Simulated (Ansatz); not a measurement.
**Effect of isotropic strain +2.37 % on AgI**

The parent structure is AgI in the zinc blende structure (space group F-43m, No. 216; a = 6.450 Å).

Now apply this change: every lattice vector is stretched by 2.37 %; the atoms relax in the strained cell.

All numbers come from DFT with PBEsol, PAW potentials and a 420 eV plane-wave cutoff in Ansatz (an electronic-structure program), scalar-relativistic without spin-orbit coupling. k-mesh 9×9×9 (Γ-centred); smearing 0.05 eV (Fermi–Dirac).

The volume per atom increases by 2.44 Å³ (33.54 Å³ → 35.98 Å³) and the space group is still F-43m (No. 216). The shortest interatomic distance grows by 0.066 Å to 2.859 Å and the energy increases by 16 meV/atom. The pressure goes from zero to -1.99 GPa and the band gap increases by 0.01 eV (1.20 eV → 1.21 eV). The gap character remains direct at Γ and the mean gap deformation potential ΔEg/Δln V is +0.2 eV. The width of the top valence band shrinks by 0.23 eV to 1.64 eV and the electron mass becomes 0.16 mₑ (at Γ) (base: 0.15 mₑ (at Γ)). The hole mass (degenerate bands, along [100]) becomes 0.20, 0.76, 0.76 mₑ (at Γ) (base: 0.18, 0.68, 0.68 mₑ (at Γ)) and the valley order (the lowest conduction-band minima on the path, energy above the VBM, named in the base's zone) becomes Γ 1.21 eV; L along ⟨111⟩ 2.68 eV (base: Γ 1.20 eV; L along ⟨111⟩ 2.64 eV).

With I present, leaving out spin-orbit coupling can change the band edges. Masses are band curvatures over ±0.01 Å⁻¹ around the edge. Whether these cells are dynamically stable was not tested.
